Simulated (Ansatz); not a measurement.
Structures of equal composition on the (111) surface of diamond (C plane on top): (√3x√3)R30° Ge adatom at H3; (√3x√3)R30° Ge adatom at T4. The slabs share one bottom face, and each structure is named by its start. These are constructed structures in small cells; real faces may alloy, dewet or reconstruct in larger ones, and not all known structures of the face are among them. Slabs of about 9 Å, Fermi-Dirac smearing of 0.025 eV. Bottom of the slabs: H caps. Relaxed from the named starts with such symmetry as they have, on meshes of like density; energies extrapolated to zero smearing; spin only where a row says so; no spin-orbit coupling, no U. Brackets mark spin-polarised runs, whose order is one that fits the cell. Where a second, spin-polarised start was run, the lower counts.

Calculation: r2SCAN, at the PBE geometry (plane waves to 500 eV, PAW; Ansatz, a program for electronic structure).

### Question
Order them by energy per 1x1 cell (lowest first) at the level r2SCAN, at the PBE geometry.

### Answer
(√3x√3)R30° Ge adatom at T4 (0.000 eV [spin, 0.9 μB a cell], a narrow gap of 0.06 eV by band count), (√3x√3)R30° Ge adatom at H3 (0.142 eV [spin, 0.2 μB a cell], no gap on the mesh)
